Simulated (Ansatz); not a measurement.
The starting structures come from a database of crystals and need not be the phases stable at ambient conditions.

 Where the default PAW files enter, the runs use the earlier of Ansatz's two default sets.

By PBEsol, the system below comes out a metal.

Without scattering a metal conducts by its projected Fermi surface.

Input:

```xyz
10
Lattice="3.5214 0.0000 0.0000 0.0000 6.7456 0.0000 0.0000 0.0000 6.7456" Properties=species:S:1:pos:R:3 pbc="T T T"
Nb     0.0000     3.3728     3.3728
Nb     0.0000     0.0000     0.0000
Nb     1.7607     1.1565     4.5293
Nb     1.7607     5.5891     2.2163
Nb     1.7607     4.5293     5.5891
Nb     1.7607     2.2163     1.1565
Si     0.0000     4.2313     0.8585
Si     0.0000     2.5143     5.8871
Si     0.0000     0.8585     2.5143
Si     0.0000     5.8871     4.2313
```

Space group of this cell: P4/mbm. The cell is taken as given; by PBEsol its mean pressure is -5.1 GPa.

The current flows along the normal of the first two printed cell vectors, the (100) plane of the conventional cell. No spin-orbit coupling; the value is a mean over 0.1 eV about the Fermi level.

**Question.** Give the ballistic conductance per area that PBEsol in Ansatz (an electronic-structure program) yields.

**Answer.** 0.67 × 10¹⁵ S/m² for both spins.
